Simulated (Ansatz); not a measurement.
Total g(r) from a molecular-dynamics run [in the run: under uneven stress (diagonal components 1.0 GPa apart); Γ point only, which a denser mesh shifts by 0.0 GPa in pressure and 0.02 eV/Å in forces]. Calculation: PBE (plane waves, PAW; Ansatz, an electronic-structure program).

(r (Å), g(r)): (1.02, 0.00); (1.14, 0.00); (1.26, 0.00); (1.38, 0.00); (1.50, 0.00); (1.62, 0.00); (1.74, 0.01); (1.86, 0.35); (1.98, 1.35); (2.10, 1.99); (2.22, 1.63); (2.34, 1.34); (2.46, 1.26); (2.58, 1.36); (2.70, 1.36); (2.82, 1.08); (2.94, 0.80); (3.06, 0.62); (3.18, 0.58); (3.30, 0.58); (3.42, 0.73); (3.54, 0.96); (3.66, 1.09); (3.78, 1.16); (3.90, 1.20); (4.02, 1.17); (4.14, 1.20); (4.26, 1.27); (4.38, 1.30); (4.50, 1.26); (4.62, 1.07); (4.74, 0.87); (4.86, 0.72); (4.98, 0.66); (5.10, 0.69); (5.22, 0.79)

Q: Which system gave this curve?
A. AlN (zinc blende; a metastable form), crystal, 877 K
B. GaN (zinc blende; a metastable form), crystal, 323 K, 10.1 GPa
C. SiC (zinc blende; 3C polytype), crystal, 307 K, 4.1 GPa
D. ZrO2 (fluorite type; a high-temperature form), crystal, 1914 K

A: D, ZrO2 (fluorite type; a high-temperature form), crystal, 1914 K
